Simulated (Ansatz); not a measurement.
Base system: Cu₂Se in the anti-fluorite structure (space group Fm-3m, No. 225; a = 5.719 Å; a cell from a computed database, its experimental status unchecked). Axes: x, y, z lie along the cube axes.

All numbers come from Ansatz (a quantum-chemistry and plane-wave program) PBEsol, no SOC.

Base values:

| Item | Result |
|---|---|
| Pressure | 0.0 GPa |
| Volume per atom | 15.58 Å³ |

The change: compressive biaxial strain of 0.63 % in the plane normal to [111], as in epitaxy on a mismatched substrate; the out-of-plane cell vector and the atoms relax.

### Question
Estimate the effect on the pressure.

### Answer
The pressure (mean of the normal stresses, compression positive) goes from zero to 0.3 GPa.

### Question
What does the calculation give for the volume per atom after the change?

### Answer
The volume per atom falls by 0.04 Å³, from 15.58 Å³ to 15.54 Å³.

### Question
What does the calculation give for the energy relative to the base after the change?

### Answer
The energy is nearly the same.

No phonon test of stability was made. All final runs are without spin polarisation.
